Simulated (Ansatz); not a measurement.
# Pressure series in HfO2

Take HfO$_{2}$ (space group Pnma, No. 62; a = 5.5268 Å, b = 3.2938 Å, c = 6.4531 Å; a cell from a computed database, its experimental status unchecked) as the base.

Cell and atoms are relaxed at each pressure.

Calculations: Ansatz (an electronic-structure program), PBEsol, PAW, cutoff 420 eV, without spin-orbit coupling.

```csv
pressure (GPa),volume per atom (Å³/atom)
-2,9.869
-1,9.829
0,9.789
0.3,9.779
0.7,9.763
1.5,?
3,9.678
5,9.608
7.5,9.526
```

Task: Fit the third-order Birch–Murnaghan form P(V) = (3B₀/2)[(V₀/V)^(7/3) − (V₀/V)^(5/3)]·[1 + (3/4)(B₀′ − 4)((V₀/V)^(2/3) − 1)] (squares taken in P) to the rows shown and predict the withheld row.

Result: Least squares on the printed values gives V₀ = 9.790 Å³/atom, B₀ = 253 GPa, B₀′ = 6.0; this predicts 9.733 Å³/atom, and the run gives 9.733 Å³/atom, in agreement.

Load acts through the strain it causes; cell and atoms are relaxed under it. Whether these cells are dynamically stable was not tested. No other phases were tried under pressure. This is not the structure that HfO2 has at room temperature and ambient pressure.
